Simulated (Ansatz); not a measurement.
Effect of pressure 0.7 GPa on hypothetical CsCl type VAs

Take VAs in the CsCl type structure (space group Pm-3m, No. 221; a = 3.068 Å; a hypothetical phase, not in the database extracts checked) as the base.

Perturbation: a hydrostatic pressure of 0.7 GPa.

Level of theory: Ansatz (an electronic-structure program) PBE, no spin-orbit coupling. Γ-centred 15×15×15 mesh, Fermi–Dirac width 0.05 eV.

- Volume per atom: 14.38 Å³ (base 14.44 Å³)
- Shortest interatomic distance: 2.653 Å (base 2.657 Å)
- Enthalpy H = E + PV relative to the base's energy: +0.06 eV/atom
- Band gap: zero (base zero)

Load acts through the strain it causes; cell and atoms are relaxed under it. No phonon test of stability was made. Seeded moments were not kept for the base. All final runs are without spin polarisation. VAs has a high density of states at the Fermi level and may be magnetic at this level.
